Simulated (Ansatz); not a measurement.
Take Zr in the hcp (Mg type) structure (space group P6_3/mmc, No. 194; a = 3.182 Å, c = 5.124 Å; relaxed with 0.1 eV smearing) as the base. Axes: x lies along a and z along c of the hexagonal cell.

All numbers come from Ansatz (a first-principles code) PBEsol, scalar-relativistic without spin-orbit coupling.

Perturbation: tensor shear ε_xz = +1.71 % (engineering shear γ = 0.0342); the atoms relax in the strained cell.

**Question.** How does this affect the stress?

**Answer.** The stress (xx, yy, zz, yz, xz, xy; compression positive) is (0.0, 0.0, 0.0, 0.0, -0.8, 0.0) GPa.

**Question.** What happens to the energy relative to the base?

**Answer.** The energy rises by 1.8 meV/atom.

No phonon test of stability was made. All final runs are without spin polarisation.
